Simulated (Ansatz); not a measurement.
Defect migration in silicon: interstitial Mg, charge state +2. Computed with PBE, PAW (plane waves to 420 eV; Ansatz, a first-principles code).

Cell of 64 host sites held at the relaxed PBE lattice; a 2×2×2 k-point mesh shifted by half a step; Fermi-Dirac width 0.01 eV, spin-restricted; finite-size errors left in. Static, classical nuclei. The charge state is imposed; whether it is stable for some Fermi level was not computed. Sites that were not tried may lie lower.

Barriers: single points on a 3×3×3 k-point mesh shifted by half a step at the bands' geometries.

Relaxed starting cell (atoms counted from 1):

```xyz
65
Lattice="10.9400 0.0000 0.0000 0.0000 10.9400 0.0000 0.0000 0.0000 10.9400" Properties=species:S:1:pos:R:3 pbc="T T T"
Si    -0.0025    -0.0030     2.7890
Si    -0.0025    -0.0042     8.1582
Si    -0.0035     5.4675     2.7359
Si    -0.0019     5.4649     8.2094
Si     5.4680    -0.0020     2.7365
Si     5.4672    -0.0043     8.2097
Si     5.4670     5.4660     2.7464
Si     5.4676     5.4682     8.1997
Si     1.3815     4.1093     1.3866
Si     1.3538     4.1160     6.8218
Si     1.4490     9.4838     1.4558
Si     1.3807     9.5535     6.8308
Si     6.8163     4.1170     1.3586
Si     6.8321     4.1019     6.8385
Si     6.8263     9.5543     1.3862
Si     6.8162     9.5801     6.8220
Si    -0.0008     2.7816     0.0043
Si    -0.0041     2.7303     5.4730
Si    -0.0038     8.1516     0.0035
Si    -0.0028     8.2024     5.4717
Si     5.4659     2.7306     0.0033
Si     5.4682     2.7384     5.4718
Si     5.4685     8.2021     0.0024
Si     5.4655     8.1939     5.4731
Si     1.3801     1.3801     4.1157
Si     1.4498     1.4498     9.4904
Si     1.3547     6.8185     4.1196
Si     1.3795     6.8252     9.5599
Si     6.8189     1.3539     4.1213
Si     6.8250     1.3812     9.5597
Si     6.8317     6.8329     4.1080
Si     6.8185     6.8179     9.5841
Si     2.7822    -0.0039     0.0018
Si     2.7325    -0.0030     5.4735
Si     2.7322     5.4662     0.0013
Si     2.7369     5.4678     5.4720
Si     8.1513    -0.0029     0.0012
Si     8.2025    -0.0030     5.4729
Si     8.2019     5.4668     0.0027
Si     8.1955     5.4671     5.4731
Si     4.1006     4.1015     4.1092
Si     4.1183     4.1166     9.5841
Si     4.1182     9.5812     4.1225
Si     4.1086     9.5521     9.5602
Si     9.5807     4.1170     4.1223
Si     9.5546     4.1073     9.5616
Si     9.5539     9.5543     4.1147
Si     9.4840     9.4841     9.4905
Si     2.7383     2.7368     2.7439
Si     2.8013     2.8021     8.1376
Si     2.8038     8.1334     2.8067
Si     2.7375     8.1954     8.2019
Si     8.1329     2.8030     2.8062
Si     8.1971     2.7376     8.2018
Si     8.1968     8.1957     2.7438
Si     8.1331     8.1329     8.1360
Si     4.1078     1.3783     1.3855
Si     4.1180     1.3544     6.8237
Si     4.1178     6.8160     1.3592
Si     4.1002     6.8312     6.8376
Si     9.4841     1.4482     1.4553
Si     9.5541     1.3781     6.8321
Si     9.5530     6.8248     1.3847
Si     9.5822     6.8161     6.8233
Mg    -0.0026    -0.0034     0.0026
```
Cell charge +2.

End state 1 differs by these moves (Å; atoms that move under 0.08 Å are left out):

| atom | element | Δx | Δy | Δz |
|---|---|---|---|---|
| 2 | Si | -0.09 | 0.09 | -0.03 |
| 11 | Si | -0.09 | 0.09 | -0.03 |
| 19 | Si | -0.09 | -0.03 | 0.09 |
| 26 | Si | -0.09 | -0.03 | 0.09 |
| 33 | Si | 0.03 | 0.09 | 0.09 |
| 48 | Si | 0.03 | 0.09 | 0.09 |
| 50 | Si | -0.06 | -0.06 | 0.06 |
| 51 | Si | -0.06 | 0.06 | -0.05 |
| 52 | Si | 0.07 | -0.07 | -0.07 |
| 53 | Si | 0.06 | -0.06 | -0.06 |
| 56 | Si | 0.05 | 0.06 | 0.06 |
| 57 | Si | 0.06 | 0.06 | 0.06 |
| 60 | Si | 0.06 | -0.06 | -0.06 |
| 61 | Si | 0.07 | -0.07 | -0.07 |
| 62 | Si | -0.06 | 0.06 | -0.06 |
| 63 | Si | -0.06 | -0.05 | 0.06 |
| 65 | Mg | 1.36 | -1.36 | -1.36 |

### Question
Estimate the forward and backward barriers to end state 1 that PBE, PAW returns for this input.

### Answer
forward 1.00 eV, backward 1.00 eV; at the saddle point atom 65 has neighbours 6 Si at 2.47 Å. The saddle point's order was not checked, and it lies on a symmetry element of the cell, where a band can be held.
